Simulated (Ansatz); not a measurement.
The reference is WS2 in the 2H-MoS2 type structure (space group P6_3/mmc, No. 194; a = 3.1148 Å, c = 11.7731 Å; layered, stacked along the Cartesian z axis).

Now apply this change: an isotropic linear strain of +0.44 %; the atoms relax in the strained cell.

Levels (all Ansatz, a program for electronic structure, PAW): PBEsol-D3(BJ) (420 eV, without spin-orbit coupling); r2SCAN (500 eV, no spin-orbit coupling); HSE06 (420 eV, no spin-orbit coupling).

At the geometry relaxed with PBEsol-D3(BJ), these levels gave the following band gaps, in shuffled order: (a) 1.23 eV, (b) 0.84 eV, (c) 0.69 eV.

Question: Match each gap to its level.

Answer: (a) HSE06; (b) r2SCAN; (c) PBEsol-D3(BJ).

Single points use the geometry relaxed with PBEsol-D3(BJ). The hybrid gap comes from the SCF mesh plus the semilocal run's edge points and a few special points and is an upper bound. With W present, leaving out spin-orbit coupling can change the band edges. Stability against distortions was not tested.
